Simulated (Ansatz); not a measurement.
SiC (P6_3mc), PBEsol with spin-orbit coupling, rigid bands (Ansatz, an electronic-structure program): N_v = 6.44e19 cm⁻³ at 300 K and a hole conductivity mass of 1.20 mₑ along x (a = (3.08, 0.00, 0.00) Å; b = (-1.54, 2.66, 0.00) Å; c = (0.00, 0.00, 5.05) Å).

Q: For 1e17 holes per cm³ at 300 K, place the Fermi level, estimate the Seebeck coefficient of a parabolic band with constant τ, and give mobility and conductivity for τ = 5 fs.

A: The level lies k_BT ln(N_v/p) = 0.167 eV above the valence-band maximum. S ≈ +(k_B/e)[ln(N_v/p) + 5/2] = 773 μV/K, against 788 μV/K from the full bands (mean over directions). μ = eτ/m = 7.33 cm²/(V·s) and σ = peμ = 0.117 S/cm. τ is assumed, not computed.

Band transport and this doping are assumed; polarons and phonon drag are left out.
